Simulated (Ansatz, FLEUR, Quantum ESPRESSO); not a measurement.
## One structure in several programs: LuAu2 (I4/mmm, 3 atoms in the cell)

Self-consistent single point.

```
CELL_PARAMETERS angstrom
     -1.82247     1.82247     4.44871
      1.82247    -1.82247     4.44871
      1.82247     1.82247    -4.44871
ATOMIC_POSITIONS crystal
  Lu 0.00000 0.00000 0.00000
  Au 0.66394 0.66394 0.00000
  Au 0.33606 0.33606 0.00000
```

All programs got the same cell, k-point mesh and kind of occupations (in Ansatz's words: kpoints.mp_grid.grid = 10 10 10; scf.occupations.method = gaussian; scf.occupations.width = 0.2 eV); potentials, basis and cutoffs are each program's usual ones.

```tsv
code	model	pressure (GPa)	largest force (eV/Å)	cutoff
Quantum ESPRESSO	PBEsol, PSlibrary PAW (PBE) pseudopotentials	-4.00	0.010	50 Ry
FLEUR	PBEsol, all-electron FLAPW (FLEUR), scalar-relativistic valence	–	0.102	Kmax 3.9 1/bohr
Ansatz	PBEsol, PAW files made with PBE	-2.63	0.088	default
```

A dash marks a value that a program does not give, or that is left out as unsure.

The spread over the programs that give each value: pressure within 1.37 GPa; largest force within 0.092 eV/Å.

The starting cell comes from a database of computed structures (which also holds hypothetical and non-ambient phases and stackings), without a prior relaxation at this level. On Ansatz's run: Spin-orbit coupling is off.

### Question
Why do the programs differ, and what cannot be compared?

### Answer
Differences of this kind can come from the potentials, where these differ, and from what each basis and cutoff leave unconverged. The valence holds different numbers of electrons (Quantum ESPRESSO 33, FLEUR 59, Ansatz (a quantum-chemistry and plane-wave program) 63). The zero of total energies and Fermi levels follows the potentials and each program's conventions, so they are not compared here. FLEUR treats all electrons, but the usual bases taken here (sphere radii, linearisation, local orbitals, empty states) were not tested for convergence, so the values are no reference for the others. Ansatz's pressure is given at a fixed set of plane waves, as the other plane-wave codes print theirs; with its correction for the finite basis it is -2.57 GPa.

Left out of this page: ABINIT and Elk (failed or unconverged); SIESTA (unsound by tests on forces, stress, charge or solver warnings).

Keys are those of Ansatz 0.2.
